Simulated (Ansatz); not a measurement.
The reference is Cr in the bcc (W type) structure (space group Im-3m, No. 229; a = 2.814 Å; non-magnetic).

Method: Kohn–Sham DFT with the PBEsol functional, run in Ansatz (an electronic-structure program) with PAW and 420 eV plane waves, without spin-orbit coupling.

One change was made to it. Results:

The density goes up by 2.67 g/cm³ (7.75 g/cm³ → 10.42 g/cm³); the shortest interatomic distance rises by 0.871 Å to 3.308 Å.

### Question
What was done to the base?
A) Cr → Lu
B) Cr → Hg
C) Cr → Fe

### Answer
A, Cr → Lu. For comparison, the density in the other runs: Cr → Fe gives 8.57 g/cm³; Cr → Hg gives 13.87 g/cm³.

Other magnetic orders, which the real material may have, were not ruled out. No phonon test of stability was made. As relaxed here, Hg is a hypothetical phase, not in the database extracts checked. For Lu in this form, whether it has been made was not checked. Starting moments died away, wholly or in part, for the base; another magnetic solution may exist. Spin-polarised in the final run: Fe; the other runs are not. Real Cr is antiferromagnetic at low temperature and ambient pressure, an order that this cell doesn't hold. This is not the structure that Lu has at room temperature and ambient pressure.
